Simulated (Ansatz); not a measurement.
The parent structure is Si in the diamond structure (space group Fd-3m, No. 227; a = 5.444 Å). Axes: x, y, z lie along the cube axes.

The values are results of r2SCAN in Ansatz (plane waves to 500 eV, PAW, no SOC), not measurements.

Base values:

```
Item                             Value
-----------------------------  -------
Band gap                       0.78 eV
Smallest direct gap            2.74 eV
Shortest interatomic distance  2.357 Å
```

Now apply this change: the cell is compressed by 3.00 % along z with no lateral relaxation, atoms relaxed at fixed cell.

Problem. Predict the new band gap.

Solution. The band gap drops by 0.40 eV, from 0.78 eV to 0.38 eV.

Problem. What happens to the stress?

Solution. The stress (xx, yy, zz, yz, xz, xy; compression positive) comes out as (2.08, 2.08, 5.16, 0.00, 0.00, 0.00) GPa.

Problem. What happens to the smallest direct gap?

Solution. The smallest direct gap drops by 0.215 eV (2.74 eV → 2.52 eV).

Problem. What happens to the shortest interatomic distance?

Solution. The shortest interatomic distance shrinks by 0.023 Å (2.357 Å → 2.334 Å).

The cells carry an imposed strain or load. Gaps are Kohn–Sham eigenvalue differences; semilocal functionals usually give less than the measured gap. No phonon test of stability was made.

Ansatz is a first-principles code.
